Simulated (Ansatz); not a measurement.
Consider Sr$_{2}$C in the anti-CdI2 type structure (space group P-3m1, No. 164; a hypothetical phase, not in the database extracts checked; layered, stacked along the Cartesian z axis).

```xyz
3
Lattice="4.1319 0.0000 0.0000 -2.0660 3.5783 0.0000 0.0000 0.0000 6.7213" Properties=species:S:1:pos:R:3 pbc="T T T"
C      0.0000     0.0000     0.0000
Sr     0.0000     2.3856     1.3151
Sr     2.0660     1.1928     5.4062
```

Calculations: r2SCAN+rVV10 in Ansatz (plane waves to 500 eV, PAW, no spin-orbit coupling).

One change was made to it. Results:

The c/a ratio decreases by 0.224, from 1.627 to 1.403; the shortest interatomic distance decreases by 0.503 Å to 2.221 Å.

Question: Name the change that was made.
A) Sr → Mg
B) Sr → Ba
C) Sr → Y

Answer: A, Sr → Mg. For comparison, the c/a ratio in the other runs: Sr → Y gives 1.732; Sr → Ba gives 1.810.

No phonon test of stability was made. As relaxed here, Mg2C, Y2C and Ba2C are hypothetical phases, not in the database extracts checked. The final runs are not spin-polarised.

Ansatz is a program for electronic structure.
